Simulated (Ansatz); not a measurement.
How far PBE and r2SCAN part for hypothetical P-3m1 Ca3P2, uniaxial strain ε_yy = +1.85 %

The parent structure is Ca$_{3}$P$_{2}$ (space group P-3m1, No. 164; a = 4.675 Å, c = 7.039 Å; a hypothetical phase, not in the database extracts checked). Axes: x lies along a and z along c of the hexagonal cell.

(Cell as relaxed with PBE.)

Levels (all Ansatz, an electronic-structure program, PAW): PBE (420 eV, spin-orbit coupling left out); r2SCAN (500 eV, without spin-orbit coupling).

Each level relaxes its own structure.

| base | PBE | r2SCAN |
|---|---|---|
| volume per atom | 26.65 Å³ | 26.52 Å³ |
| lattice parameter a | 4.675 Å | 4.670 Å |
| band gap | 1.39 eV | 1.68 eV |

Modification: uniaxial strain ε_yy = +1.85 %, all other strain components held at zero; the atoms relax in the strained cell.

```json
[
 {"quantity": "band gap", "PBE": "1.38 eV", "r2SCAN": "___"},
 {"quantity": "shortest interatomic distance", "PBE": "2.827 Å", "r2SCAN": "___"},
 {"quantity": "smallest direct gap", "PBE": "1.89 eV", "r2SCAN": "___"},
 {"quantity": "hole mass", "PBE": "2.1 mₑ along x, 2.0 mₑ along y, 0.21 mₑ along z (at Γ)", "r2SCAN": "___"},
 {"quantity": "valence-band top at Γ (three highest levels, from the VBM)", "PBE": "0.00, -0.72, -0.77 eV", "r2SCAN": "___"}
]
```

**Question.** Given the PBE results, estimate those of r2SCAN.

**Answer.** 
- band gap, r2SCAN: 1.67 eV
- shortest interatomic distance, r2SCAN: 2.822 Å
- smallest direct gap, r2SCAN: 2.41 eV
- hole mass, r2SCAN: 2.1 mₑ along x, 2.0 mₑ along y, 0.24 mₑ along z (at Γ)
- valence-band top at Γ (three highest levels, from the VBM), r2SCAN: 0.00, -0.76, -0.81 eV

PBE's band gap lies 0.29 eV below r2SCAN's; PBE's shortest interatomic distance lies 0.005 Å above r2SCAN's (0.2 %); PBE's smallest direct gap lies 0.52 eV below r2SCAN's. Neither level is exact; r2SCAN is the comparison here, not a measurement.

Effective masses come from finite differences of ±0.01 Å⁻¹. No phonon test of stability was made.
